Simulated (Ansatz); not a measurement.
## The (0001) surface of hcp Tl in its 1x1 cell, outermost plane spacing 2.83 Å in the ideal cut

The numbers are results of PBE (plane waves to 420 eV, PAW; Ansatz, an electronic-structure program), not measurements.

Set-up: 5 atoms, 11.3 Å thick at the start; mesh 12x12x1; 0.1 eV smearing; dipole correction on; all atoms relaxed; held to the start's symmetry, so lower structures may exist; no spin, no spin-orbit, no U.

The surface energy (mean of both faces) is 0.28 J/m^2 and the surface energy before relaxation is 0.28 J/m². The work function of the top face is 3.55 eV and the energy released by relaxation comes out as 0.005 eV. The cost is about 40 core-seconds (a rough figure).
